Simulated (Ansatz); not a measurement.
Consider LiH in the rock salt structure (space group Fm-3m, No. 225; a = 4.005 Å). Axes: x, y, z lie along the cube axes.

Perturbation: tensile biaxial strain of 1.80 % in the plane normal to [001], as in epitaxy on a mismatched substrate; the out-of-plane cell vector and the atoms relax.

Level of theory: plane-wave PAW DFT at the r2SCAN level (Ansatz, a quantum-chemistry and plane-wave program, 500 eV), scalar-relativistic without spin-orbit coupling.

Give the band edges at the high-symmetry points of the new zone, measured from its valence-band maximum.


```csv
point,valence edge (eV),conduction edge (eV)
Γ,-5.54,17.01
X,-0.18,3.42
P,-0.40,5.83
N,-2.64,5.35
M,0.00,3.75
S,-0.46,4.79
S₀,-0.46,4.79
R,-0.28,5.82
G,-0.28,5.82
```

The gap is 3.42 eV, indirect, M → X.

No phonon test of stability was made. Labels are those of the standard path for the cell's own space group.
